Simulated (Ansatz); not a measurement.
System: C11b WSi₂. Method: PBEsol-D3(BJ) in Ansatz (PAW).

Run with plane-wave cutoff 520 eV, 24×24×24 k mesh, Fermi–Dirac smearing 0.05 eV, no spin polarisation, scalar-relativistic PAW data made under PBE.

The cell is scaled about its equilibrium volume:

Shape and atoms are relaxed at each volume.

```csv
V (Å³/atom),P (GPa),c (Å),a (Å)
12.463,11.05,7.664,3.124
12.723,5.23,7.709,3.147
12.982,0.01,7.753,3.170
13.242,-4.69,7.797,3.192
13.502,-8.92,7.840,3.214
```

Note: the bulk modulus comes from volumes at which shape and atoms were relaxed.

Ansatz is an electronic-structure program.
